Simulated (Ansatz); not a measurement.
Consider Mg3Sb2 (space group P-3m1, No. 164).

```xyz
5
Lattice="4.5669 0.0000 0.0000 -2.2835 3.9551 0.0000 0.0000 0.0000 7.2470" Properties=species:S:1:pos:R:3 pbc="T T T"
Sb     0.0000     2.6367     1.6577
Sb     2.2835     1.3184     5.5893
Mg     0.0000     0.0000     0.0000
Mg     0.0000     2.6367     4.5913
Mg     2.2835     1.3184     2.6557
```

Calculations: r2SCAN (Ansatz, an electronic-structure program), no spin-orbit coupling.

For the base:

Hole mass: 0.085 mₑ along c, 1.1 mₑ across (at Γ)
Band gap: 0.61 eV
Width of the top valence band: 2.59 eV
Smallest direct gap: 1.78 eV
Electron mass: 0.21 mₑ along c, 0.36 mₑ across (at K)

Perturbation: a hydrostatic pressure of 0.7 GPa.

**Question.** How does this affect the hole mass?

**Answer.** The hole mass becomes 0.086 mₑ along c, 1.1 mₑ across (at Γ) (base: 0.085 mₑ along c, 1.1 mₑ across (at Γ)).

**Question.** What does the calculation give for the band gap after the change?

**Answer.** The band gap shrinks by 0.02 eV (0.61 eV → 0.59 eV).

**Question.** How does this affect the width of the top valence band?

**Answer.** The width of the top valence band increases by 0.055 eV to 2.65 eV.

**Question.** What does the calculation give for the smallest direct gap after the change?

**Answer.** The smallest direct gap stays essentially unchanged (1.78 eV against 1.79 eV).

**Question.** How does this affect the electron mass?

**Answer.** The electron mass stays 0.21 mₑ along c, 0.36 mₑ across (at K).

Spin-orbit coupling, missing from the scalar runs, can matter with Sb. Load acts through the strain it causes; cell and atoms are relaxed under it. Masses are band curvatures over ±0.01 Å⁻¹ around the edge. Stability against distortions was not tested.
